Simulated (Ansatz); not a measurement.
Amorphous Si₂₀O₃₀F₂₀, 70 atoms at 1.96 g/cm³, one PBE-relaxed geometry, zone centre. Methods: PBE, scalar-relativistic without spin-orbit coupling (Ansatz, a first-principles code); r2SCAN, scalar-relativistic without spin-orbit coupling (Ansatz); HSE06, scalar-relativistic without spin-orbit coupling (Ansatz). Plane waves to 420 eV (r2SCAN 500 eV); exact exchange is cut at the cell's faces. At PBE the levels at the filled edge of the gap are localised (band-tail or defect states), and the nearest spread-out levels lie 6.0 eV apart at the zone centre. All rungs ran without spin polarisation.

A CHGNet melt-quench gave the starting glass, which DFT then relaxed. O and F atoms were pushed apart under 1.9 Å during the dynamics, to hinder bonds among them. The hot cell started wider than the set density and was brought back towards it in steps. It is the lowest in DFT energy of 2 quenches. It is a model cell: composition and starting density were chosen by hand, and all elements were melted together. No dispersion term was used. Its density started from a set value of 2.10 and ended at 1.96 g/cm³. The quench (nominally 280 K/ps over its main leg) was far faster than any real one, so the model tends to hold more defects than a real film. Values belong to this one cell and scatter from quench to quench. Volume and shape were free in the relaxation.

The relaxation ran on the zone centre alone. At PBE the level gap is 5.61 eV on a 2×2×2 Γ-centred mesh, and the spacing at the zone centre alone 5.61 eV.

What zone-centre spacing does r2SCAN give, roughly?

6.37 eV (+0.76 eV against PBE).

What zone-centre spacing does HSE06 give, roughly?

7.45 eV (+1.84 eV against PBE).

The highest filled and the lowest empty state spread over these numbers of atoms (participation numbers): PBE: 4.1 and 66.1; r2SCAN: 4.1 and 65.0; HSE06: 4.2 and 64.9.
